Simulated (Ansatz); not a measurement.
Input:

```
CaF2
1.0
    5.46936     0.00000     0.00000
    0.00000     5.46950     0.00000
    0.00000     0.00000     5.46933
Ca F
4 8
Cartesian
  4.35180   5.46949   1.36731
  1.61712   0.00001   4.10202
  1.61712   2.73476   1.36731
  4.35180   2.73474   4.10202
  2.98444   4.10212  -0.00002
  0.24976   1.36737   5.46935
  0.24976   4.10212  -0.00002
  2.98444   1.36737   5.46935
  2.98444   1.36737   2.73467
  0.24976   4.10212   2.73466
  0.24976   1.36737   2.73467
  2.98444   4.10212   2.73466
```

Space group of this cell: Fm-3m, fluorite. The cell was relaxed by PBE-D3(BJ); by r2SCAN its mean pressure is -1.4 GPa.

Transport runs along the normal of the first two printed cell vectors.

The gap is the functional's own. No spin-orbit coupling. Mid-gap values are interpolated on the energy grid.

Q: State the band gap and the smallest decay constant κ at mid-gap according to r2SCAN (Ansatz, a program for electronic structure).

A: Gap 7.93 eV on a 6×6×6 mesh; κ = 0.546 1/Å, at the zone centre.
